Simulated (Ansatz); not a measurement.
**Effective masses and thermopower of InP (F-43m)**

Given:

```
CELL_PARAMETERS angstrom
      0.00000     2.93940     2.93940
      2.93940     0.00000     2.93940
      2.93940     2.93940     0.00000
ATOMIC_POSITIONS crystal
  In 0.00000 0.00000 0.00000
  P  0.25000 0.25000 0.25000
```

Method: PBEsol, rigid bands (plane waves, PAW, scalar-relativistic; Ansatz, a quantum-chemistry and plane-wave program). How the cell was made: cell and atoms relaxed with PBEsol.

```
Item                                                Value
--------------------------------------------  -----------
band gap                                          0.57 eV
electron conductivity mass (300 K, dilute)       0.056 mₑ
effective density of states N_c (300 K)       2.9e17 cm⁻³
density-of-states mass, electrons                0.051 mₑ
Seebeck coefficient, n-type 1e19 cm⁻³, 300 K     -43 μV/K
```

Rigid bands; masses and Seebeck coefficients take one relaxation time τ for all states and one kind of carrier; polarons and phonon drag are left out. Spin-orbit coupling is left out.
